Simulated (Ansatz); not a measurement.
## CdTe, pressure series

Start from CdTe in the zinc blende structure (space group F-43m, No. 216; a = 6.618 Å).

Cell and atoms are relaxed at each pressure.

All numbers come from PBE (Ansatz, a quantum-chemistry and plane-wave program; PAW; 420 eV plane waves; spin-orbit coupling left out).

Candidates:
(a) pressure 45 GPa
(b) pressure −2 GPa
(c) pressure 30 GPa

Base values:

| Quantity | Result |
|---|---|
| Band gap | 0.59 eV |

**Question.** Order them by band gap, lowest first.

**Answer.** (b) pressure −2 GPa (0.39 eV), (a) pressure 45 GPa (1.49 eV), (c) pressure 30 GPa (1.68 eV)

With Te present, leaving out spin-orbit coupling can change the band edges. Load acts through the strain it causes; cell and atoms are relaxed under it. Stability against distortions was not tested. Measured, CdTe leaves this structure (for cinnabar) near 3.53 GPa (temperature not stated; as listed in Datta, Sujoy, Jana, Debnarayan, arXiv (2020)), on rising pressure, with hysteresis.
